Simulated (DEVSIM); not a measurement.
Structure: illuminated Si n-on-p cell, one wavelength, with a back-surface field, at 250 K.

```csv
layer (left to right),material,thickness (μm),Nd (cm⁻³),Na (cm⁻³),τn (s),τp (s),absorption coefficient (cm⁻¹)
1,Si,0.410,1.5e18,-,1.1e-6,1.3e-5,25000
2,Si,35.0,-,6.8e15,2.7e-5,2.7e-5,25000
3,Si,1.70,-,4.7e18,2.7e-5,2.7e-5,25000
```

Left contact: ohmic, minority hole recombination velocity 100 cm/s. Right contact: ohmic, minority electron recombination velocity 20000 cm/s. Voltage is applied to the left contact. Recombination: SRH at mid-gap, radiative, Auger. Light enters at the left, 2e18 photons cm⁻² s⁻¹, one pass, no reflection. Mobility is constant in doping.

Constants are typed, rounded textbook-type inputs, not results; the design itself was drawn at random and stands for no fabricated device. Values at 300 K; Nc and Nv go as T^1.5, mobilities as T to minus their exponent, the gap by Varshni's rule with the affinity fixed.

```
parameter               Si
----------------  --------
gap (eV)             1.124
affinity (eV)         4.05
permittivity          11.7
Nc (cm⁻³)          2.86e19
Nv (cm⁻³)           3.1e19
μn (cm²/Vs)           1417
μp (cm²/Vs)            470
T exponent of μn       2.3
T exponent of μp       2.2
B (cm³/s)          4.7e-15
Cn (cm⁶/s)         2.8e-31
Cp (cm⁶/s)         9.9e-32
Varshni α (eV/K)  0.000473
Varshni β (K)          636
```

Simulated with DEVSIM: 1D drift-diffusion, Boltzmann statistics, complete ionisation; no tunnelling, impact ionisation, image-force lowering or self-heating.

The photon flux was swept, all else fixed.

```
photon flux (cm^-2 s^-1)  fill factor  largest power (mW/cm²)  open-circuit voltage (V)  short-circuit current (mA/cm²)
------------------------  -----------  ----------------------  ------------------------  ------------------------------
6e16                             0.87                    6.03                     0.727                            9.60
2e17                             0.87                    21.0                     0.756                            32.0
6e17                             0.86                    65.1                     0.787                            96.0
2e18                             0.86                     225                     0.822                             320
6e18                             0.86                     701                     0.852                             960
2e19                             0.87                    2440                     0.882                            3200
6e19                             0.87                    7610                     0.907                            9600
```

From the first row to the last the largest power goes from 6.03 to 7610.
